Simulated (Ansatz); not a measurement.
# Response to strain in ZnO

Start from ZnO in the wurtzite structure (space group P6_3mc, No. 186).

```xyz
4
Lattice="3.2300 0.0000 0.0000 -1.6150 2.7972 0.0000 0.0000 0.0000 5.2144" Properties=species:S:1:pos:R:3 pbc="T T T"
Zn     0.0000     1.8648     0.0080
Zn     1.6150     0.9324     2.6152
O      0.0000     1.8648     1.9839
O      1.6150     0.9324     4.5911
```

Cartesian axes are those of the cell as printed.

Strains are applied to the cell and any free atomic positions relax; under biaxial strain the out-of-plane vector relaxes too.

The values are results of DFT with PBEsol, PAW potentials and a 420 eV plane-wave cutoff in Ansatz (a first-principles code), scalar-relativistic without spin-orbit coupling, not measurements.

Candidates:
(a) biaxial strain +0.60 %, plane normal [001], relaxed out of plane
(b) biaxial strain +1.20 %, plane normal [001], relaxed out of plane
(c) biaxial strain +2.40 %, plane normal [001], relaxed out of plane
(d) biaxial strain +3.00 %, plane normal [001], relaxed out of plane
(e) biaxial strain +1.80 %, plane normal [001], relaxed out of plane

### Question
Order them by out-of-plane strain, highest first.

### Answer
(a) biaxial strain +0.60 %, plane normal [001], relaxed out of plane (-0.61 %), (b) biaxial strain +1.20 %, plane normal [001], relaxed out of plane (-1.23 %), (e) biaxial strain +1.80 %, plane normal [001], relaxed out of plane (-1.87 %), (c) biaxial strain +2.40 %, plane normal [001], relaxed out of plane (-2.52 %), (d) biaxial strain +3.00 %, plane normal [001], relaxed out of plane (-3.21 %)

No phonon test of stability was made.
